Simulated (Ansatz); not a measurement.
Density of states of NiGe (Pnma) near the Fermi level, PBEsol, rigid bands run with Ansatz (a program for electronic structure).

```
E − E_F (eV) | states/eV/cell
    -1.92 | ############################ 22.0
    -1.82 | ################### 14.8
    -1.72 | ############################## 23.2
    -1.62 | ################ 12.3
    -1.52 | ############ 9.04
    -1.42 | ############# 9.98
    -1.32 | ########## 7.94
    -1.22 | ######### 6.71
    -1.12 | ####### 5.76
    -1.02 | ###### 4.74
    -0.92 | ##### 4.00
    -0.82 | #### 3.38
    -0.72 | ##### 3.66
    -0.62 | #### 2.95
    -0.52 | ### 2.61
    -0.42 | ### 2.47
    -0.32 | ### 2.37
    -0.22 | ### 2.29
    -0.12 | ### 2.25
    -0.02 | ### 2.25
     0.08 | ### 2.31
     0.18 | ### 2.47
     0.28 | #### 2.81
     0.38 | #### 3.00
     0.48 | #### 2.99
     0.58 | #### 3.22
     0.68 | #### 3.46
     0.78 | ##### 3.64
     0.88 | ##### 3.48
     0.98 | #### 3.00
     1.08 | #### 2.95
     1.18 | #### 3.19
     1.28 | #### 3.23
     1.38 | #### 3.24
     1.48 | #### 3.31
     1.58 | #### 3.26
     1.68 | #### 3.19
     1.78 | #### 2.98
     1.88 | #### 2.72
```

Q: With 8 atoms a cell, what bare Sommerfeld coefficient γ = (π²/3) k_B² N(E_F) follows?

A: N(E_F) ≈ 2.3 states/eV a cell at 300 K, so γ ≈ 0.67 mJ/(mol of atoms·K²), before many-body enhancement (phonons, spin fluctuations, correlation).

Q: How far does the Fermi level move in a rigid band for 0.1 electron a cell added or removed?

A: 44 meV and -44 meV.

A metal at this level (no band gap); rigid bands, thermally averaged at 300 K, both spins. Spin-orbit coupling is left out. Geometry: cell and atoms relaxed with PBEsol.

Formula and space group known from diffraction (Crystallography Open Database), not checked to be the room-temperature form: NiGe (Pnma). Treated as nonmagnetic (a ferromagnetic start lost its moment, other orders weren't tried): NiGe (Pnma).
